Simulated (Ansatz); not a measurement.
# What isotropic strain +3.78 % does to TaN

Start from TaN in the rock salt structure (space group Fm-3m, No. 225; a = 4.416 Å; relaxed with 0.1 eV smearing).

Modification: an isotropic linear strain of +3.78 %; the atoms relax in the strained cell.

The values are results of Ansatz (a first-principles code), PBE, PAW, cutoff 420 eV, without spin-orbit coupling, earlier PAW set, not measurements. Γ-centred 23×23×23 mesh, Fermi–Dirac width 0.1 eV.

- Volume per atom = 12.04 Å³ (base 10.77 Å³)
- Space group = Fm-3m (No. 225) (base Fm-3m (No. 225))
- Energy relative to the base (free energy F) = +125 meV/atom
- Pressure = -28.6 GPa (base 0.0 GPa)
- Band gap = zero (base zero)

Final structure:

```
TaN
1.0
    0.00000     2.29172     2.29172
    2.29172     0.00000     2.29172
    2.29172     2.29172     0.00000
N Ta
1 1
Direct
  0.00000   0.00000   0.00000
  0.50000   0.50000   0.50000
```

Cost of the whole job for the changed cell (relaxation, final SCF and bands): about 13 core-seconds (a rough figure).

Whether these cells are dynamically stable was not tested. The final runs are not spin-polarised. This is not the structure that TaN has at room temperature and ambient pressure.
